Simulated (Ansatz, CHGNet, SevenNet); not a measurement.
**Ladder of methods for the elastic constant C11 of C11b MoSi₂**

Reference value: 417 GPa (measured, temperature not stated, no zero-point or thermal correction; as tabulated in Friák et al. (2018), doi:10.3390/nano8121057).

```tsv
level (code)	value (GPa)	cell (Å³/atom)	difference (%)
CHGNet 0.3.0 (CHGNet)	247	13.59	-41
SevenNet-0 (SevenNet)	261	13.63	-37
LDA (Ansatz)	428	13.06	+2.6
PBE (Ansatz)	393	13.58	-5.8
PBEsol (Ansatz)	416	13.27	-0.2
```

The reference's temperature isn't stated, so close values are not ranked against it. Off by more than 25 % (a bound picked here): CHGNet 0.3.0 (-41 %), SevenNet-0 (-37 %).

The reference has no zero-point or thermal correction, while the calculations are for a static lattice, so the differences are not the levels' errors alone. A static lattice is as a rule stiffer than a warm one, by over a tenth in soft solids.  Each level is taken at its own relaxed cell. Ansatz's density-functional and Hartree–Fock values are scalar-relativistic unless marked +SOC, with PAW data made under PBE.

Machine-learned potentials (CHGNet 0.3.0, SevenNet-0) are trained on DFT data, which may include these solids.

Differences are worked out from the printed values.

Ansatz is a quantum-chemistry and plane-wave program.
